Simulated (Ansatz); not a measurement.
**CdTe, response to strain**

Base system: CdTe in the zinc blende structure (space group F-43m, No. 216; a = 6.409 Å). Axes: x, y, z lie along the cube axes.

Strains are applied to the cell and any free atomic positions relax; under biaxial strain the out-of-plane vector relaxes too.

Level of theory: DFT with LDA, PAW potentials and a 420 eV plane-wave cutoff in Ansatz (a first-principles code), without spin-orbit coupling.

```csv
"biaxial strain, plane normal [111], relaxed out of plane (%)",out-of-plane strain (%)
-2.5,2.17
-2.08,1.81
-1.67,?
-1.25,1.07
-0.83,0.71
-0.42,0.36
0,0.00
```

Question: Fit ε⊥ = −νε + γε² (strains in %) to the rows shown and predict the withheld row.

Answer: Least squares on the printed values gives ν = 0.85 (the biaxial Poisson response) and γ = 0.008 (largest residual 0.01 %); this predicts 1.44 %, and the run gives 1.44 %, in agreement.

Whether these cells are dynamically stable was not tested.
